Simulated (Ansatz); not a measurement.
The parent structure is SiO$_{2}$ in the rutile structure (space group P4_2/mnm, No. 136).

```yaml
crystal:
  lattice:
    - [4.19450, 0.00000, 0.00000]
    - [0.00000, 4.19450, 0.00000]
    - [0.00000, 0.00000, 2.67848]
  atoms:
    - { symbol: Si, position: [0.00000, 0.00000, 0.00000] }
    - { symbol: Si, position: [0.50000, 0.50000, 0.50000] }
    - { symbol: O, position: [0.30606, 0.30606, 0.00000] }
    - { symbol: O, position: [0.80606, 0.19394, 0.50000] }
    - { symbol: O, position: [0.19394, 0.80606, 0.50000] }
    - { symbol: O, position: [0.69394, 0.69394, 0.00000] }
```

Cartesian axes are those of the cell as printed.

Calculations: plane-wave PAW DFT at the PBEsol level (Ansatz, an electronic-structure program, 420 eV), scalar-relativistic without spin-orbit coupling.

Before the change:

| Quantity | Result |
|---|---|
| Width of the top valence band | 2.67 eV |

The change: uniaxial strain ε_zz = +0.60 %, all other strain components held at zero; the atoms relax in the strained cell.

Task: What does the calculation give for the energy relative to the base after the change?

Result: The energy grows by 0.6 meV/atom.

Task: Predict the new width of the top valence band.

Result: The width of the top valence band decreases by 0.02 eV, from 2.67 eV to 2.65 eV.

The levels and masses belong to the bands next to the band gap. Whether these cells are dynamically stable was not tested.
